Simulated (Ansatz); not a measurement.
The starting structures come from a database of crystals and need not be the phases stable at ambient conditions.

Inside the gap of an insulator the Bloch states are evanescent, with a wavenumber k + iκ along the transport direction.

Input:

```
Tl2Cl6Te
1.0
    7.19551     0.00000     0.00000
    0.00000     7.19551     0.00000
    3.59775    -3.59775     5.08799
Tl Te Cl
2 1 6
Direct
  0.75000   0.75000   0.50000
  0.25000   0.25000   0.50000
  0.00000   0.00000   0.00000
  0.25103   0.74897   0.00000
  0.74897   0.25103   0.00000
  0.25103   0.25103   0.00000
  0.74897   0.74897   0.00000
  0.25103   0.74897   0.49794
  0.74897   0.25103   0.50206
```

Space group of this cell: Fm-3m. The cell was relaxed by PBE-D3(BJ).

Transport runs along the normal of the first two printed cell vectors, the (001) plane of the conventional cell.

The gap is the functional's own. No spin-orbit coupling. Mid-gap values are interpolated on the energy grid.

Problem. Compute, with Ansatz (a program for electronic structure) with r2SCAN, the band gap and the smallest decay constant κ at mid-gap.

Solution. Gap 2.68 eV on a 6×6×6 mesh; κ = 0.332 1/Å, at (0.500, 0.000) of the in-plane reciprocal vectors. At the zone centre, at the nearest computed energy, the slowest state has κ = 0.36 1/Å.
